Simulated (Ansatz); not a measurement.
**Hypothetical R-3 C, pressure series**

The parent structure is C (space group R-3, No. 148; a = 6.357 Å, c = 3.873 Å (hexagonal axes); a hypothetical phase, not in the database extracts checked).

Cell and atoms are relaxed at each pressure.

Computed with PBE, PAW, 420 eV (Ansatz, a first-principles code; no spin-orbit coupling).

| change | volume per atom | smallest direct gap |
|---|---|---|
| base | 5.65 Å³ | 4.71 eV |
| pressure −2 GPa | 5.68 Å³ | 4.69 eV |
| pressure −1 GPa | 5.66 Å³ | 4.70 eV |
| pressure 0.3 GPa | 5.64 Å³ | 4.71 eV |
| pressure 0.7 GPa | 5.64 Å³ | 4.71 eV |
| pressure 1.5 GPa | (withheld) | (withheld) |
| pressure 3 GPa | 5.60 Å³ | 4.73 eV |
| pressure 5 GPa | 5.57 Å³ | 4.75 eV |
| pressure 7.5 GPa | 5.54 Å³ | 4.77 eV |
| pressure 10 GPa | 5.50 Å³ | 4.79 eV |

Problem. Complete the table.

Solution. 
- pressure 1.5 GPa, volume per atom: 5.62 Å³
- pressure 1.5 GPa, smallest direct gap: 4.72 eV

Load acts through the strain it causes; cell and atoms are relaxed under it. Whether these cells are dynamically stable was not tested. Competing high-pressure phases were not computed.
